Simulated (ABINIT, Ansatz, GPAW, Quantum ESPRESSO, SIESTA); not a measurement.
**Code comparison for TaCr2 (Fd-3m, 6 atoms in the cell)**

Self-consistent single point.

```
TaCr2
1.0
    0.00000     3.44896     3.44896
    3.44896     0.00000     3.44896
    3.44896     3.44896     0.00000
Ta Cr
2 4
Direct
  0.75000   0.75000   0.75000
  0.50000   0.50000   0.50000
  0.12500   0.12500   0.62500
  0.12500   0.62500   0.12500
  0.12500   0.12500   0.12500
  0.62500   0.12500   0.12500
```

Shared settings, as Ansatz (an electronic-structure program) writes them: kpoints.mp_grid.grid = 2 2 2; scf.occupations.method = gaussian; scf.occupations.width = 0.1 eV. Potentials and cutoffs stand in the table.

```tsv
code	model	pressure (GPa)	cutoff
GPAW	LDA (Perdew-Wang 92), GPAW PAW datasets LDA (gpaw-data 1.0.1)	-13.08	800 eV
SIESTA	LDA PW92, numerical atomic orbitals DZP, PseudoDojo LDA standard norm-conserving potentials (rewritten from UPF to PSML)	-15.03	grid 300 Ry
ABINIT	LDA (PW92), PAW (JTH v2.0 LDA PAW)	-10.75	30 Ha
Quantum ESPRESSO	LDA (PZ), GBRV 1.5 ultrasoft (LDA) pseudopotentials	-11.78	50 Ry
Ansatz	LDA (PW92), PAW files made with PBE	-11.95	default
```

On Ansatz's run: spin-orbit coupling is off. Spin polarisation is off.

The spread over the programs that give each value: pressure within 4.28 GPa.

SIESTA uses small atom-centred bases, whose incompleteness enters pressures, forces and empty levels differently from a plane-wave cutoff. Ansatz's pressure is given at a fixed set of plane waves, as the other plane-wave codes print theirs; with its correction for the finite basis it is -11.91 GPa. The same LDA comes in different parametrisations, which differ slightly. In the pressure, GPAW (by 1.22), SIESTA (by 3.17) and ABINIT (by 1.11) lie more than 1 GPa from the median of the plane-wave programs.

On the base mesh (8 8 8) the same programs gave: Ansatz pressure -10.93 GPa; Quantum ESPRESSO pressure -10.77 GPa; ABINIT pressure -9.75 GPa; GPAW pressure -12.06 GPa; SIESTA pressure -13.65 GPa.

The values differ from the base mesh's, so the mesh still matters here: the table compares the programs at equal settings.

The starting cell comes from a database of computed structures (which also holds hypothetical and non-ambient phases and stackings), without a prior relaxation at this level.

Left out of this page: Elk (not drawn, or without a comparable value).

Keys are those of Ansatz 0.2.
